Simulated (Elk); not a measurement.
A self-consistent single point of MgTe (F-43m, 2 atoms in the cell) with Elk.

Method: LDA (PW92), all-electron FP-LAPW, Elk's shipped species files, APW+lo basis with extra local orbitals run with Elk 10.2.4.

```
CELL_PARAMETERS angstrom
      0.00000     3.21000     3.21000
      3.21000     0.00000     3.21000
      3.21000     3.21000     0.00000
ATOMIC_POSITIONS crystal
  Mg 0.00000 0.00000 0.00000
  Te 0.25000 0.25000 0.25000
```

Reference input (self-consistent single point, DFT, PBE, all-electron FP-LAPW, Elk's shipped species files, APW+lo basis with extra local orbitals): xctype = 20; rgkmax = 7.5; swidth = 0.00183747 Ha; ngridk = 7 7 7; tforce = true; gmaxvr = 18 1/bohr; lmaxapw = 10; lmaxo = 8; nxlo = 2; lorbcnd = true; lradstp = 2; nrmtscf = 2. This run's input differs from it in these lines:

```diff
@@ -2,5 +2,2 @@
   0
-
-xctype
-  20
```

Output, abridged:

```
│ Self-consistent loop started │
│ Loop number : 1 │
 total energy                :     -6998.70195085
│ Loop number : 2 │
 total energy                :     -6998.59859969
RMS change in Kohn-Sham potential (target) :   0.5831406035E-01 (  0.1000000000E-05)
Absolute change in total energy (target)   :   0.1033511540     (  0.1000000000E-03)
│ Loop number : 3 │
 total energy                :     -6998.33943820
RMS change in Kohn-Sham potential (target) :   0.5943656432E-01 (  0.1000000000E-05)
Absolute change in total energy (target)   :   0.2849992782     (  0.1000000000E-03)
│ Loop number : 4 │
   [... lines left out ...]
Absolute change in total energy (target)   :   0.4879054868E-03 (  0.1000000000E-03)
│ Loop number : 18 │
 total energy                :     -6990.88018440
RMS change in Kohn-Sham potential (target) :   0.3988966325E-07 (  0.1000000000E-05)
Absolute change in total energy (target)   :   0.1245362500E-03 (  0.1000000000E-03)
│ Loop number : 19 │
 total energy                :     -6990.88018889
RMS change in Kohn-Sham potential (target) :   0.1888299206E-07 (  0.1000000000E-05)
Absolute change in total energy (target)   :   0.2664501153E-04 (  0.1000000000E-03)
Convergence targets achieved

│ Loop number : 20 │

Energies :
 Fermi                       :     0.111608074602
 total energy                :     -6990.88019128

Density of states at Fermi energy :   0.5452413987E-07
 (states/Hartree/unit cell)

Estimated indirect band gap :   0.8357114582E-01
 from k-point      1 to k-point      1
Estimated direct band gap   :   0.8357114582E-01
 at k-point      1

Charges :
 core                        :    38.00000000
 valence                     :    26.00000000
 interstitial                :    3.407225428
 muffin-tins (core leakage)
  species :    1 (Mg)
   atom    1                 :    10.47419735     (  0.2442490654E-14)
  species :    2 (Te)
   atom    1                 :    50.11857722     (  0.4145070044E-03)
 total in muffin-tins        :    60.59277457
   [... lines left out ...]
   total force               :    -0.00000000   -0.00000000    0.00000000
   total magnitude           :     0.00000000
 species :    2 (Te)
  atom :    1
   Hellmann-Feynman          :     0.00000000    0.00000000    0.00000000
   IBS                       :     0.00000000    0.00000000   -0.00000000
   total force               :     0.00000000    0.00000000   -0.00000000
   total magnitude           :     0.00000000
```

The run converged in 20 iterations. The count includes the last loop, which Elk runs after its targets are met. Against the reference run the gap on the mesh goes from 2.507 to 2.274 eV.

The starting cell has typed, rounded lattice constants, without a prior relaxation at this level. Spin-orbit coupling is off. Values depend on the basis (sphere radii, cutoffs, local orbitals), which need not be converged.
